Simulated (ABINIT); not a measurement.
**Pressure against volume in MoSi2-type WSi2 (space group 139) (ABINIT, PBE)**

```
WSi2
1.0
   -1.57646     1.57646     3.84539
    1.57646    -1.57646     3.84539
    1.57646     1.57646    -3.84539
Si W
2 1
Cartesian
  0.00000   0.00000   5.11437
  0.00000   0.00000   2.57641
  0.00000   0.00000   0.00000
```

Computed with PBE, norm-conserving pseudopotentials (PseudoDojo nc-sr-05 PBE standard) (plane waves; ABINIT). Settings: pseudos = [Si.upf, W.upf]; ecut = 1306 eV; occopt = 3; tsmear = 0.05 eV; ngkpt = 13 13 13; nshiftk = 1; shiftk = 0 0 0; potentials = PseudoDojo nc-sr-05 PBE standard; nband = 16; kptopt = 1; nstep = 50; tolvrs = 1e-11. The cell above is the first row's. The rows scale it uniformly. In all rows fractional positions and the k mesh are held.

```
V (Å^3/atom)  P (GPa)
------------  -------
12.742          18.29
13.019          12.17
13.296           6.68
13.573           1.75
13.850          -2.66
14.127          -6.61
14.404         -10.15
14.681         -13.31
14.958              ?
```

Task: Fit P against V with a cubic, and predict the withheld value at V = 14.958.

Result: With u = V - 13.7, the rows have u = -0.9580, -0.6810, -0.4040, -0.1270, 0.1500, 0.4270, 0.7040, 0.9810. Least squares gives P = -0.335 - 15.9980·u + 3.2114·u² - 0.3968·u³. Residuals (row less fit): 0.003, -0.004, 0.001, 0.001, 0.004, 0.002, -0.006, 0.003; standard error 0.005 (degrees of freedom: 4). The fitted pressure is zero at V0 = 13.68, where dP/dV = -16.13, so B0 = -V0·dP/dV = 221 GPa. At the withheld row, u = 1.2580, so P = -0.335 - 15.9980 × 1.2580 + 3.2114 × 1.2580² - 0.3968 × 1.2580³ = -16.168 GPa. The calculation gives -16.13 GPa, 0.038 GPa above the prediction (0.1 % of the range of P in the table). The row lies outside the fitted rows, so this is an extrapolation. From the scatter of the fitted rows alone, a prediction at this place has a standard error of 0.012 GPa, so the miss is 3.1 times that.

Carrying the step between the two nearest rows on in a straight line would have given -16.47, off by 0.34; series whose last step already gives the withheld value aren't shown. The scan was laid around a cell of about the measured size, scaled by a guess for this functional; axis ratios and inner coordinates come from that cell. The runs keep the symmetry of the cell, so they don't test it for distortions. Spin polarisation is off. Spin-orbit coupling is off. The shape of the cell and the inner coordinates aren't relaxed, so V0 and B0 belong to this uniform scaling; a relaxed crystal lies no higher in energy and is usually softer (forces reach 0.29 eV/Å in these rows). Cutoffs and mesh are single choices, not tested for convergence of this quantity. Series with a scatter that would blur these digits, or in which a gap closes, are not shown.

Terms beyond the fitted order, or numerical noise in single rows, can give a miss of this size; the table doesn't tell which.
